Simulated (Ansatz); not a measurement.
Reference: LiF (Fm-3m), PBEsol, rigid bands (plane waves, PAW, scalar-relativistic; Ansatz, a first-principles code); axes and stresses refer to this cell.

```xyz
2
Lattice="0.0000 2.0039 2.0039 2.0039 0.0000 2.0039 2.0039 2.0039 0.0000" Properties=species:S:1:pos:R:3 pbc="T T T"
Li     0.0000     0.0000     0.0000
F      2.0039     2.0039     2.0039
```

- Seebeck coefficient, p-type 1e19 cm⁻³: 652 μV/K
- hole conductivity mass: 3.5 mₑ
- band gap: 9.05 eV

**Question.** Change: functional PBE, cell relaxed with it. What happens to Seebeck coefficient, p-type 1e19 cm⁻³, hole conductivity mass, band gap?

**Answer.** Seebeck coefficient, p-type 1e19 cm⁻³ moves little, to 657 μV/K; hole conductivity mass rises to 3.7 mₑ; band gap moves little, to 8.83 eV.

**Question.** Change: functional r2SCAN on the same cell. What happens to Seebeck coefficient, p-type 1e19 cm⁻³, hole conductivity mass, band gap?

**Answer.** Seebeck coefficient, p-type 1e19 cm⁻³ moves little, to 650 μV/K; hole conductivity mass increases to 3.6 mₑ; band gap rises to 10.20 eV.

Masses are for dilute carriers at 300 K, harmonic means over directions unless an axis is named. Seebeck coefficients are for the stated density at 300 K, with one relaxation time for all states and whether or not that doping can be reached. Spin-orbit coupling is left out unless a row names it.
